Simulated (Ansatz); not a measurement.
The starting structures come from a database of crystals and need not be the phases stable at ambient conditions.

 Where the default PAW files enter, the runs use the earlier of Ansatz's two default sets.

```
Cd4CsAs3
1.0
    4.54215     0.00000     0.00000
    0.00000     4.54215     0.00000
    0.00000     0.00000    10.94794
Cs Cd As
1 4 3
Cartesian
  0.00000   0.00000   5.47397
  2.27108   0.00000   9.18313
  2.27108   0.00000   1.76481
  0.00000   2.27108   9.18313
  0.00000   2.27108   1.76481
  2.27108   2.27108   7.69761
  2.27108   2.27108   3.25033
  0.00000   0.00000   0.00000
```

Space group of this cell: P4/mmm. The cell is taken as given.

Transport runs along the normal of the first two printed cell vectors, the (001) plane of the conventional cell.

No gap correction and no spin-orbit coupling; mid-gap values are interpolated between computed energies.

Task: Compute, with r2SCAN (Ansatz, a quantum-chemistry and plane-wave program), the band gap and the smallest decay constant κ at mid-gap.

Result: Gap 0.61 eV on a 8×8×4 mesh; κ = 0.054 1/Å, at the zone centre.
